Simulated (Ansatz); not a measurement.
Start from Ge in the diamond structure (space group Fd-3m, No. 227).

```
CELL_PARAMETERS angstrom
      0.00000     2.88061     2.88061
      2.88061     0.00000     2.88061
      2.88061     2.88061     0.00000
ATOMIC_POSITIONS crystal
  Ge 0.00000 0.00000 0.00000
  Ge 0.25000 0.25000 0.25000
```

The values are results of PBE (Ansatz, an electronic-structure program, PAW, without spin-orbit coupling), not measurements.

Before the change:

* **Band gap**: zero
* **Gap character**: absent

Modification: an isotropic linear strain of −5.25 %; the atoms relax in the strained cell.

Problem. How does this affect the energy relative to the base?

Solution. The energy grows by 134 meV/atom.

Problem. How does this affect the hole mass?

Solution. The hole mass (degenerate bands, along [100]) amounts to 0.048, 0.20, 0.20 mₑ (at Γ).

Problem. What does the calculation give for the band gap after the change?

Solution. The band gap goes from zero to 0.40 eV.

Problem. What does the calculation give for the gap character after the change?

Solution. The gap character goes from absent to indirect, Γ → Γ–X (80 % along).

Effective masses come from finite differences of ±0.01 Å⁻¹. No phonon test of stability was made. The zero or small gap of Ge can change with the level of theory.
